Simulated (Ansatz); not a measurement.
Response to strain in CdS

Take CdS in the wurtzite structure (space group P6_3mc, No. 186; a = 4.124 Å, c = 6.708 Å) as the base.

Strains are applied to the cell and any free atomic positions relax.

Computed with Ansatz (a quantum-chemistry and plane-wave program) PBEsol, spin-orbit coupling left out.

```json
[
 {"isotropic strain (%)": "0", "band gap (eV)": "1.09"},
 {"isotropic strain (%)": "0.6", "band gap (eV)": "1.05"},
 {"isotropic strain (%)": "1.2", "band gap (eV)": "1.01"},
 {"isotropic strain (%)": "1.8", "band gap (eV)": "?"},
 {"isotropic strain (%)": "2.4", "band gap (eV)": "0.94"},
 {"isotropic strain (%)": "3", "band gap (eV)": "0.90"}
]
```

Q: Fit E_g = E₀ + Dε (ε in %) to the rows shown and predict the withheld row.

A: Least squares on the printed values gives E₀ = 1.09 eV, D = -62.6 meV per % of strain (largest residual 0.00 eV); this predicts 0.98 eV, and the run gives 0.98 eV, in agreement.

Stability against distortions was not tested.
